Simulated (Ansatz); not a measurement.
The starting structures come from a database of crystals and need not be the phases stable at ambient conditions.

Data:

```
CdClS2Sb
1.0
    3.91308     0.00000     0.00000
    0.00000     9.47026     0.00000
    0.00000     0.00000    12.41500
Cd Sb S Cl
4 4 8 4
Direct
  0.25000   0.00015   0.26870
  0.75000   0.99985   0.73130
  0.75000   0.49985   0.76870
  0.25000   0.50015   0.23130
  0.25000   0.81161   0.97196
  0.75000   0.18839   0.02804
  0.75000   0.68839   0.47196
  0.25000   0.31161   0.52804
  0.25000   0.24130   0.16648
  0.75000   0.75870   0.83352
  0.75000   0.25870   0.66648
  0.25000   0.74130   0.33352
  0.25000   0.05365   0.89030
  0.75000   0.94635   0.10970
  0.75000   0.44635   0.39030
  0.25000   0.55365   0.60970
  0.75000   0.07498   0.39671
  0.25000   0.92502   0.60329
  0.25000   0.42502   0.89671
  0.75000   0.57498   0.10329
```

Space group of this cell: Pnma. The cell was relaxed by PBE-D3(BJ); by r2SCAN its mean pressure is 1.0 GPa.

Transport runs along the normal of the first two printed cell vectors.

The gap is the functional's own, uncorrected, and κ follows it; spin-orbit coupling is left out. Mid-gap values are interpolated between the computed energies.

### Question
Predict the band gap and the smallest decay constant κ at mid-gap from r2SCAN run with Ansatz (an electronic-structure program).

### Answer
Gap 2.07 eV on a 8×4×4 mesh; κ = 0.291 1/Å, at (0.250, 0.000) of the in-plane reciprocal vectors. At the zone centre, at the nearest computed energy, the slowest state has κ = 0.32 1/Å.
